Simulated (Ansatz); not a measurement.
Take MoSi2 (space group I4/mmm, No. 139; a = 3.190 Å, c = 7.821 Å) as the base.

Structures relaxed with Ansatz (an electronic-structure program) PBEsol, scalar-relativistic without spin-orbit coupling.

Base:

Simulated powder pattern, Mo Kα, λ = 0.71073 Å (kinematic, ideal powder, no thermal factors, no anomalous dispersion; the 14 strongest lines at most, above 2 %, up to 2θ = 40°):

```csv
2θ (°),I/Imax (%),hkl
10.43,28,(002)
13.82,55,(101)
18.13,69,(110)
20.28,100,(103)
20.95,23,(112)
25.75,25,(200)
27.84,16,(202)
29.31,7.3,(105)
29.33,13,(211)
31.64,6.6,(006)
32.99,46,(213)
36.71,16,(116)
36.73,8.1,(220)
39.41,11,(215)
```

The change: every Mo is replaced by W; the structure is relaxed again.

After the change:

Simulated powder pattern, Mo Kα, λ = 0.71073 Å (kinematic, ideal powder, no thermal factors, no anomalous dispersion; the 14 strongest lines at most, above 2 %, up to 2θ = 40°):

```json
[
 {"2θ (°)": "10.43", "I/Imax (%)": "48", "hkl": "(002)"},
 {"2θ (°)": "13.77", "I/Imax (%)": "100", "hkl": "(101)"},
 {"2θ (°)": "18.06", "I/Imax (%)": "62", "hkl": "(110)"},
 {"2θ (°)": "20.25", "I/Imax (%)": "91", "hkl": "(103)"},
 {"2θ (°)": "20.90", "I/Imax (%)": "36", "hkl": "(112)"},
 {"2θ (°)": "25.64", "I/Imax (%)": "24", "hkl": "(200)"},
 {"2θ (°)": "27.75", "I/Imax (%)": "16", "hkl": "(202)"},
 {"2θ (°)": "27.80", "I/Imax (%)": "16", "hkl": "(114)"},
 {"2θ (°)": "29.22", "I/Imax (%)": "28", "hkl": "(211)"},
 {"2θ (°)": "29.31", "I/Imax (%)": "14", "hkl": "(105)"},
 {"2θ (°)": "32.90", "I/Imax (%)": "45", "hkl": "(213)"},
 {"2θ (°)": "33.35", "I/Imax (%)": "9.2", "hkl": "(204)"},
 {"2θ (°)": "36.69", "I/Imax (%)": "16", "hkl": "(116)"},
 {"2θ (°)": "39.33", "I/Imax (%)": "11", "hkl": "(215)"}
]
```

The indices refer to each structure's own conventional cell; one index is shown for lines that coincide.

No phonon test of stability was made. All final runs are without spin polarisation.
